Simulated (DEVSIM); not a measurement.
Device: abrupt GaP p-n junction, at 300 K.

```csv
layer (left to right),material,thickness (μm),Nd (cm⁻³),Na (cm⁻³),τn (s),τp (s)
1,GaP,2.30,-,1.5e15,1.1e-7,1.1e-7
2,GaP,0.880,9.5e14,-,1.1e-7,1.1e-7
```

Left contact: ohmic. Right contact: ohmic. Voltage is applied to the left contact. Recombination: SRH at mid-gap, radiative. Mobility is constant in doping.

This is a model device: material constants are rounded textbook-type values typed into the input, and sizes, dopings and lifetimes were drawn at random. Values at 300 K.

```tsv
parameter	GaP
gap (eV)	2.26
affinity (eV)	3.8
permittivity	11.1
Nc (cm⁻³)	1.8e19
Nv (cm⁻³)	1.9e19
μn (cm²/Vs)	250
μp (cm²/Vs)	150
B (cm³/s)	1e-13
```

Model (solved in DEVSIM): 1D drift-diffusion, Boltzmann statistics, complete ionisation; no tunnelling, impact ionisation, image-force lowering or self-heating.

### Question
Give the dark forward current.

### Answer

(V (V), J (A/cm²)): (0.50, 1.3e-13); (0.75, 1.9e-11); (0.85, 1.4e-10); (0.95, 1.0e-9); (1.05, 7.6e-9); (1.15, 5.9e-8); (1.25, 5.4e-7); (1.30, 1.8e-6); (1.40, 3.5e-5); (1.50, 0.0011); (1.60, 0.041); (1.70, 1.2); (1.80, 12); (1.90, 41); (2.00, 88); (2.10, 150); (2.20, 220); (2.30, 290); (2.40, 360); (2.50, 440); (2.60, 510); (2.65, 540); (2.75, 600); (2.85, 670); (2.95, 720); (3.05, 780); (3.15, 830); (3.25, 890)
